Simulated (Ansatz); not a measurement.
## Pressure series in HgSe

Consider HgSe in the zinc blende structure (space group F-43m, No. 216).

```xyz
2
Lattice="0.0000 3.1300 3.1300 3.1300 0.0000 3.1300 3.1300 3.1300 0.0000" Properties=species:S:1:pos:R:3 pbc="T T T"
Hg     0.0000     0.0000     0.0000
Se     4.6950     4.6950     4.6950
```

Cell and atoms are relaxed at each pressure.

Computed with PBE (Ansatz, a program for electronic structure; PAW; 420 eV plane waves; spin-orbit coupling left out).

```csv
P (GPa),V (Å³/atom)
-2.01,32.376
-1.02,31.456
0.88,30.064
2.10,29.339
4.50,28.157
9.00,26.488
15.00,24.886
22.51,23.425
30.01,22.311
```

Problem. Fit a third-order Birch–Murnaghan equation of state.

Solution. Least squares on P(V) = (3B₀/2)[(V₀/V)^(7/3) − (V₀/V)^(5/3)]·[1 + (3/4)(B₀′ − 4)((V₀/V)^(2/3) − 1)] gives V₀ = 30.67 Å³/atom, B₀ = 43 GPa and B₀′ = 4.9.

Measured bulk modulus of HgSe: 50 GPa (temperature not stated; as listed in Cormac Toher et al., Physical Review Materials (2017)); the computed value is for a static lattice, so the two differ by thermal effects too.

Load acts through the strain it causes; cell and atoms are relaxed under it. No phonon test of stability was made. Tetrahedral semiconductors of this kind turn to denser phases somewhere between about 1 and 50 GPa; those were not computed, so compressed cells here can lie past the real transition. The final runs are not spin-polarised.
